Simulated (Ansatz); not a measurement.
# zincblende BP (F-43m) under biaxial stress in the (001) plane

Cell and atoms are relaxed with PBEsol to each stress (compression positive); bands and masses by r2SCAN with spin-orbit coupling, rigid bands (plane waves, PAW; Ansatz, a first-principles code). Strains are changes of length against the unloaded cell.

```cif
data_B4P4
_chemical_formula_sum 'B4 P4'
_space_group_name_H-M_alt 'F-43m'
_space_group_IT_number 216
_space_group_name_Hall 'F -4 2 3'
_cell_length_a 4.52016
_cell_length_b 4.52016
_cell_length_c 4.52016
_cell_angle_alpha 90.000
_cell_angle_beta 90.000
_cell_angle_gamma 90.000
loop_
_atom_site_label
_atom_site_type_symbol
_atom_site_symmetry_multiplicity
_atom_site_Wyckoff_symbol
_atom_site_fract_x
_atom_site_fract_y
_atom_site_fract_z
_atom_site_occupancy
B1 B 4 a 0.00000 0.00000 0.00000 1
P1 P 4 d 0.75000 0.75000 0.75000 1
```
(The calculation used a cell of 2 atoms; values per cell refer to that cell.)

```tsv
stress (GPa)	strain [001] (%)	strain [100] (%)	gap (eV)	mₑ* [001]	mₑ* [100]	mₕ* [001]	mₕ* [100]
-16.00	-2.31	4.87	0.430	1.07	0.23	0.36	0.24
-12.00	-1.64	3.48	0.692	1.13	0.23	0.39	0.25
-8.00	-1.04	2.22	0.941	1.22	0.23	0.42	0.27
-4.00	-0.50	1.07	1.172	1.34	0.23	0.46	0.32
0	0	0	1.383	0.32	0.32	0.40	0.40
4.00	0.46	-0.99	1.244	0.23	0.40	0.30	0.40
8.00	0.90	-1.92	1.113	0.23	0.40	0.26	0.38
12.00	1.31	-2.79	0.984	0.24	0.39	0.25	0.37
```

[001] is the normal of the loaded plane; [010] strains as [100]. Masses are conductivity masses at 300 K in electron masses.

Q: From the two loads next to zero, find the biaxial modulus and the ratio of out-of-plane to in-plane strain.

A: Between -4.00 and 4.00 GPa the strain along [100] changes by -2.06 % and that along [001] by 0.96 %. The modulus is 8.00/0.0206 = 390 GPa and the ratio of the strains 0.47 (PBEsol, atoms relaxed). For a cubic (001) plane the ratio is 2C₁₂/C₁₁ and the modulus C₁₁ + C₁₂ − 2C₁₂²/C₁₁, which gives C₁₁ ≈ 350 GPa and C₁₂ ≈ 80 GPa.

Q: Is the response still linear at the largest tension?

A: The modulus predicts 4.12 % at -16.00 GPa; the table has 4.87 %, so the crystal is softer there.

Q: How fast does the gap move on either side of zero load?

A: Under tension, (1.172 − 1.383) eV over -4.00 GPa = 53 meV/GPa, or about -20 eV per unit strain; under compression, (1.244 − 1.383) eV over 4.00 GPa = -35 meV/GPa, or about 14 eV per unit strain. The two slopes part by 88 meV/GPa; gaps are resolved to about 0.01 eV, which allows 5 meV/GPa, so they differ, even in sign: the gap has a turning point near zero load.

Q: Take the carrier density and the relaxation time as fixed, so that ρ ∝ m*. What gauge factor (Δρ/ρ)/ε follows for current along [100] at the loads next to zero?

A: electrons at -4.00 GPa: (0.23/0.32 − 1)/0.0107 ≈ -26; holes at -4.00 GPa: (0.32/0.40 − 1)/0.0107 ≈ -19; electrons at 4.00 GPa: (0.40/0.32 − 1)/-0.0099 ≈ -25. These are means over a finite load; the small-strain gauge factor differs, most where the load has already emptied the upper valleys or bands. Carriers and loads whose mass moves by under 12 % aren't resolved and aren't listed. The change of shape, which adds a term of order 1 to 2, and that of the scattering between valleys or bands are left out.

Masses are those of dilute carriers in rigid bands with one relaxation time, without polarons. Third decimals of gaps are kept for the arithmetic. Every relaxation keeps the zincblende phase (space group I-4m2 under this load), so a transition, a distortion that breaks the symmetry or fracture can't show.
